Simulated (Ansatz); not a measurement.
A computed series for Ga2O3: pressure series

The reference is Ga₂O₃ in the corundum structure (space group R-3c, No. 167).

```xyz
10
Lattice="2.5290 1.4601 4.5414 -2.5290 1.4601 4.5414 0.0000 -2.9202 4.5414" Properties=species:S:1:pos:R:3 pbc="T T T"
Ga     0.0000     0.0000     4.8480
Ga     0.0000     0.0000     1.9641
Ga     0.0000     0.0000     8.7762
Ga     0.0000     0.0000    11.6601
O     -0.9959     1.4601     7.9474
O     -0.7665    -1.5925     7.9474
O      1.7624     0.1324     7.9474
O      0.9959    -1.4601     5.6767
O      0.7665     1.5925     5.6767
O     -1.7624    -0.1324     5.6767
```

Cell and atoms are relaxed at each pressure.

Calculations: plane-wave PAW DFT at the PBE level (Ansatz, a program for electronic structure, 420 eV), no SOC, earlier PAW set.

```json
[
 {"P (GPa)": "-2.00", "V (Å³/atom)": "10.166"},
 {"P (GPa)": "-1.00", "V (Å³/atom)": "10.113"},
 {"P (GPa)": "0.90", "V (Å³/atom)": "10.017"},
 {"P (GPa)": "2.10", "V (Å³/atom)": "9.958"},
 {"P (GPa)": "4.50", "V (Å³/atom)": "9.847"},
 {"P (GPa)": "9.00", "V (Å³/atom)": "9.654"},
 {"P (GPa)": "15.00", "V (Å³/atom)": "9.426"},
 {"P (GPa)": "22.50", "V (Å³/atom)": "9.174"},
 {"P (GPa)": "30.00", "V (Å³/atom)": "8.953"}
]
```

A third-order Birch–Murnaghan fit to these points gives V₀ = 10.06 Å³/atom, B₀ = 199 GPa and B₀′ = 4.4. At pressure 30 GPa the volume is 89.0 % of V₀.

Between the base and pressure 22.5 GPa the gap moves from 2.41 eV to 3.38 eV, a mean slope of 43 meV/GPa.

Load acts through the strain it causes; cell and atoms are relaxed under it. Whether these cells are dynamically stable was not tested. No other phases were tried under pressure.
